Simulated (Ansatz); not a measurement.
**TaSi₂ (model structure, started from the CrSi2 type, P6₂22, No. 180, 9 atoms in the cell)**

Level of theory: PBE-D3(BJ) (Ansatz, an electronic-structure program, PAW).

Numerical settings: plane-wave cutoff 500 eV, 12×12×6 k mesh (along the axes of the cell as run), Fermi–Dirac smearing 0.05 eV, scalar-relativistic PAW data made under PBE.

Cell (relaxed at this level):

```yaml
crystal:
  lattice:
    - [4.74678, 0.00000, 0.00000]
    - [-2.37339, 4.11083, 0.00000]
    - [0.00000, 0.00000, 6.54133]
  atoms:
    - { symbol: Ta, position: [0.50000, 0.00000, 0.00000] }
    - { symbol: Ta, position: [0.50000, 0.50000, 0.33333] }
    - { symbol: Ta, position: [0.00000, 0.50000, 0.66667] }
    - { symbol: Si, position: [0.15910, 0.31820, 0.00000] }
    - { symbol: Si, position: [0.84090, 0.15910, 0.33333] }
    - { symbol: Si, position: [0.68180, 0.84090, 0.66667] }
    - { symbol: Si, position: [0.84090, 0.68180, 0.00000] }
    - { symbol: Si, position: [0.15910, 0.84090, 0.33333] }
    - { symbol: Si, position: [0.31820, 0.15910, 0.66667] }
```

For TaSi₂ (model structure, started from the CrSi2 type, P6₂22, No. 180, 9 atoms in the cell), the band gap is zero (no gap).

Note: the relaxation could raise the start's symmetry but not lower it, so the cell can be a saddle point.

Spin–orbit coupling is not included.

A model structure was made by putting elements into a prototype or built by hand; it is no filed structure, need not be a known phase, and can be a saddle point held by its symmetry.
